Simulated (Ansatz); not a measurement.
Data:

```
CELL_PARAMETERS angstrom
      4.52703     0.00000     0.00000
      0.00000     4.52703     0.00000
      0.00000     0.00000     2.92851
ATOMIC_POSITIONS crystal
  Ti 0.00000 0.00000 0.00000
  Ti 0.50000 0.50000 0.50000
  O  0.30306 0.30306 0.00000
  O  0.80306 0.19694 0.50000
  O  0.19694 0.80306 0.50000
  O  0.69694 0.69694 0.00000
```

No spin polarisation.

All numbers come from PBE in Ansatz (plane waves to 420 eV, PAW, no spin-orbit coupling). Settings: 7×7×11 k-points, 0.05 eV Fermi–Dirac smearing.

**Question.** Predict the band gap.

**Answer.** 1.92 eV.

**Question.** Predict the gap character.

**Answer.** Direct at Γ.

**Question.** Estimate the valence-band top at Γ (three highest levels, from the VBM).

**Answer.** 0.00, -0.48, -0.48 eV.

**Question.** What is the computed electron mass?

**Answer.** 0.54 mₑ along c, 1.1 mₑ across (at Γ).

Load acts through the strain it causes; cell and atoms are relaxed under it. Effective masses come from finite differences of ±0.01 Å⁻¹. No phonon test of stability was made. No other phases were tried under pressure. All final runs are without spin polarisation. The cell was made from TiO2 in the rutile structure (space group P4_2/mnm, No. 136) by this change: pressure 15 GPa.

Ansatz is a quantum-chemistry and plane-wave program.
